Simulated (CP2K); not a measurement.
Band structure of CaC2 (I4/mmm, 3 atoms in the cell).

```
CaC2
1.0
    4.21148     0.00000     0.00000
    0.65784     4.15978     0.00000
   -2.43466    -2.07989     2.73551
Ca C
1 2
Direct
  0.00000   0.00000   0.00000
  0.59789   0.59789   0.00000
  0.40211   0.40211   0.00000
```

Computed with LDA (Pade form), GPW, DZVP-MOLOPT-SR-GTH basis, GTH-PADE potentials (GTH_POTENTIALS) run with CP2K 2026.2.

Settings: CUTOFF = 500 Ry; REL_CUTOFF = 50 Ry; KPOINTS/SCHEME = MONKHORST-PACK 12 12 12; GAMMA_CENTERED = T; XC_FUNCTIONAL = PADE; Ca/BASIS_SET = DZVP-MOLOPT-SR-GTH-q10; Ca/POTENTIAL = GTH-PADE-q10; C/BASIS_SET = DZVP-MOLOPT-SR-GTH-q4; C/POTENTIAL = GTH-PADE-q4; METHOD = GPW; EPS_DEFAULT = 1e-10; EXTRAPOLATION = USE_GUESS; NGRIDS = 5; SCF_GUESS = ATOMIC.

The starting cell comes from a database of computed structures (which also holds hypothetical and non-ambient phases and stackings), without a prior relaxation at this level. Values carry the incompleteness of an atom-centred basis.

**Question.** Predict the gap along the standard path and the places of the band edges.

**Answer.** The gap along the path is 1.10 eV, from a point between Γ and Z to X; the smallest direct gap on it is 2.24 eV.

Levels in eV from the top of the valence band on the SCF mesh, bands 6 to 10:
```csv
point,6,7,8,9,10
Γ,-2.83,-2.07,-0.98,-0.98,3.11
X,-2.94,-2.81,-1.64,-1.14,1.10
Y,-3.63,-2.58,-2.21,-0.69,2.82
S,-4.07,-2.81,-1.86,-0.44,4.89
Z,-4.51,-1.64,-1.64,-0.01,3.05
S1,-4.07,-2.81,-1.86,-0.44,4.89
N,-4.28,-2.38,-1.88,-0.91,5.20
P,-3.41,-2.40,-2.40,-0.43,3.22
Y1,-3.63,-2.58,-2.21,-0.69,2.82
```

Higher empty bands are left out: an atom-centred basis made for the valence describes them poorly.
